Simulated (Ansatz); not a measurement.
# PtGe₂ (model structure, started from the MoSi2 type, I4/mmm, No. 139, 3 atoms in the cell): lattice constant a by level of theory

No measured value is used here.

```csv
level (code),value (Å)
PBE (Ansatz),3.634
PBEsol (Ansatz),3.573
PBE-D3(BJ) (Ansatz),3.576
```

Density-functional levels without +SOC have no spin–orbit coupling. Ansatz's density-functional and Hartree–Fock values are scalar-relativistic unless marked +SOC, with PAW data made under PBE.

A model structure was made by putting elements into a prototype or built by hand; it is no filed structure, need not be a known phase, and can be a saddle point held by its symmetry.

Ansatz is an electronic-structure program.
